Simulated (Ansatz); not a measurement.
The starting structures come from a database of crystals and need not be the phases stable at ambient conditions.

Inside the gap of an insulator the Bloch states are evanescent, with a wavenumber k + iκ along the transport direction.

Here is the system:

```xyz
4
Lattice="4.2143 0.0000 0.0000 -2.1071 3.6497 0.0000 0.0000 0.0000 6.8621" Properties=species:S:1:pos:R:3 pbc="T T T"
Mg     0.0000     0.0000     3.4311
Mg     0.0000     0.0000     0.0000
Te     0.0000     2.4331     1.7155
Te     2.1071     1.2166     5.1466
```

Space group of this cell: P6_3/mmc, NiAs type. The cell is taken as given; by PBEsol its mean pressure is -1.1 GPa.

Transport runs along the normal of the first two printed cell vectors, the (001) plane of the conventional cell.

The gap is the functional's own. No spin-orbit coupling. Mid-gap values are interpolated on the energy grid.

Q: Predict the band gap and the smallest decay constant κ at mid-gap from PBEsol in Ansatz (a first-principles code).

A: Gap 0.84 eV on a 12×12×6 mesh; κ = 0.093 1/Å, at the zone centre.
